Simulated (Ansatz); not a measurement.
The starting structures come from a database of crystals and need not be the phases stable at ambient conditions.

By PBEsol, the system below comes out a metal.

```
CELL_PARAMETERS angstrom
      7.56373     0.00000     0.00000
      0.85674     7.51505     0.00000
     -1.71348    -1.52923     4.54378
ATOMIC_POSITIONS crystal
  Nb 0.70477 0.14305 0.42391
  Nb 0.29523 0.85695 0.57609
  Nb 0.85695 0.70477 0.28086
  Nb 0.14305 0.29523 0.71914
  Nb 0.14305 0.70477 0.92391
  Nb 0.85695 0.29523 0.07609
  Nb 0.70477 0.85695 0.78086
  Nb 0.29523 0.14305 0.21914
  Nb 0.50000 0.50000 0.25000
  Nb 0.50000 0.50000 0.75000
  Si 0.50000 0.17088 0.83544
  Si 0.50000 0.82912 0.16456
  Si 0.82912 0.50000 0.66456
  Si 0.17088 0.50000 0.33544
  Si 0.00000 0.00000 0.25000
  Si 0.00000 0.00000 0.75000
```

Space group of this cell: I4/mcm. The cell is taken as given; by PBEsol its mean pressure is -5.5 GPa.

The current flows along the normal of the first two printed cell vectors, the (101) plane of the conventional cell. No spin-orbit coupling; the value is a mean over 0.1 eV about the Fermi level.

**Question.** Give the ballistic conductance per area that PBEsol in Ansatz (a quantum-chemistry and plane-wave program) yields.

**Answer.** 0.35 × 10¹⁵ S/m² for both spins.
